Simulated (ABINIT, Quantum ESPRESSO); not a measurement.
An ABINIT input for a self-consistent single point of Li5Mg (C2, 6 atoms in the cell) (DFT, PBEsol, plane waves, PAW (JTH v2.0 PBE PAW, files made for PBE)):

```
# Li5Mg, JTH v2.0 PBE PAW
pp_dirpath "./"
pseudos "Li.GGA_PBE-JTH.xml, Mg.GGA_PBE-JTH.xml"
acell 3*1.0
rprim
         8.6183945681   -4.9773760958   -0.0000000000
         8.6183945681    4.9773760958    0.0000000000
        -5.6951488800    0.0000000000    9.3993276685
natom 6
ntypat 2
znucl 3 12
typat 1 1 1 1 1 2
xred
         0.0031700000    0.9968300000    0.0000000000
         0.3301000000    0.3331400000    0.9997400000
         0.6668600000    0.6699000000    0.0002600000
         0.5003900000    0.1672100000    0.5011800000
         0.8327900000    0.4996100000    0.4988200000
         0.1666900000    0.8333100000    0.5000000000
ecut 40 Ry
pawecutdg 80 Ry
pawxcdev 0
ixc -116133
occopt 3
tsmear 0.00183747
nband 18
kptopt 1
ngkpt 6 6 6
nshiftk 1
shiftk 0 0 0
nstep 100
tolvrs 1.0e-12
prtwf 0
prtden 0
enunit 1
```

**Question.** Translate this input to Quantum ESPRESSO.

**Answer.** One input that does it (others would too):

```fortran
&CONTROL
 calculation = 'scf'
 prefix = 'Li5Mg'
 outdir = './tmp'
 pseudo_dir = './'
 tprnfor = .true.
 tstress = .true.
/
&SYSTEM
 ibrav = 0
 nat = 6
 ntyp = 2
 ecutwfc = 40
 ecutrho = 320
 occupations = 'smearing'
 smearing = 'fd'
 degauss = 0.0036749
 input_dft = 'pbesol'
/
&ELECTRONS
 conv_thr = 1.0d-8
/
ATOMIC_SPECIES
Li     6.9400  li_pbe_v1.4.uspp.F.UPF
Mg    24.3050  Mg.pbe-n-kjpaw_psl.0.3.0.UPF
ATOMIC_POSITIONS {alat}
Li    0.86595823    0.49694559    0.00000000
Li    0.00225029    0.00152035    0.94417920
Li    1.15742955    0.00152035    0.00024555
Li    0.29132016   -0.16662876    0.47332680
Li    0.86835967   -0.16662876    0.47109796
Mg    0.57983992    0.33338754    0.47221238
K_POINTS {automatic}
6 6 6  0 0 0
CELL_PARAMETERS {bohr}
   8.61839457    -4.97737610     0.00000000
   8.61839457     4.97737610     0.00000000
  -5.69514888     0.00000000     9.39932767
```

Basis settings and potentials, where a program has them, do not carry over. This input uses DFT, PBEsol, plane waves, SSSP 1.1.2 efficiency (PBE) pseudopotentials.

The starting cell comes from a database of computed structures (which also holds hypothetical and non-ambient phases and stackings), without a prior relaxation at this level. Its lattice was rescaled by a random factor within 2.5 % of one.
